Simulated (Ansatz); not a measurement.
## MoGe (model structure, started from the rocksalt type, Fm-3m, No. 225, 2 atoms in the cell): properties by level of theory

| level (code) | lattice parameter a (Å) | formation enthalpy (eV/atom) |
|---|---|---|
| PBE (Ansatz) | 5.140 | 0.453 |
| PBE-D3(BJ) (Ansatz) | [?] | 0.429 |
| r²SCAN (Ansatz) | 5.113 | 0.487 |

Problem. Fill in the missing entries.

Solution. 
- PBE-D3(BJ) (Ansatz, a first-principles code), lattice parameter a (Å): 5.087

Ansatz's density-functional and Hartree–Fock values are scalar-relativistic unless marked +SOC, with PAW data made under PBE.

A model structure was made by putting elements into a prototype or built by hand; it is no filed structure, need not be a known phase, and can be a saddle point held by its symmetry.
